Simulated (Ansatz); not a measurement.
## How far PBE and PBEsol part for Mg2Sn, Mg → Be

Start from Mg₂Sn (space group Fm-3m, No. 225; a = 6.816 Å).

(Cell as relaxed with PBE.)

Levels (all Ansatz, an electronic-structure program, PAW): PBE (420 eV, no spin-orbit coupling); PBEsol (420 eV, no SOC).

Each level relaxes its own structure.

```csv
base,PBE,PBEsol
volume per atom,26.39 Å³,25.58 Å³
lattice parameter a,6.816 Å,6.746 Å
band gap,zero,zero
```

It is then changed as follows: Be takes the place of Mg on all its sites; the structure is relaxed again.

```tsv
quantity	PBE	PBEsol
volume per atom	16.36 Å³	…
band gap	zero	…
```

Problem. Given the PBE results, estimate those of PBEsol.

Solution. 
- volume per atom, PBEsol: 15.93 Å³
- band gap, PBEsol: zero

PBE's volume per atom lies 0.43 Å³ above PBEsol's (2.7 %); the two agree on the band gap. Neither level is exact; PBEsol is the comparison here, not a measurement.

Stability against distortions was not tested. As relaxed here, Be2Sn is a hypothetical phase, not in the database extracts checked.
